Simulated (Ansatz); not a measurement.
Take MgO in the rock salt structure (space group Fm-3m, No. 225) as the base.

```xyz
2
Lattice="0.0000 2.0796 2.0796 2.0796 0.0000 2.0796 2.0796 2.0796 0.0000" Properties=species:S:1:pos:R:3 pbc="T T T"
Mg     0.0000     0.0000     0.0000
O      2.0796     2.0796     2.0796
```

Cartesian axes are those of the cell as printed.

Calculations: LDA (Ansatz, an electronic-structure program), spin-orbit coupling left out.

Perturbation: every lattice vector is shortened by 2.50 %, atoms relaxed at fixed cell.

**Question.** Predict the stress tensor and what it implies for the stiffness.

**Answer.** Stress of the strained cell less that of the base (GPa, compression positive):
```
  15.34    0.00    0.00
   0.00   15.34    0.00
   0.00    0.00   15.34
```

Then B = −ΔP/(ΔV/V₀) with ΔV/V₀ = -0.0731 gives secant stiffness values (nonlinear terms included at this strain): B ≈ 210 GPa.

As a check, the harmonic strain energy −½ V₀ Δσ:ε is 32 meV/atom; the computed energy rise is 29 meV/atom.

No phonon test of stability was made.
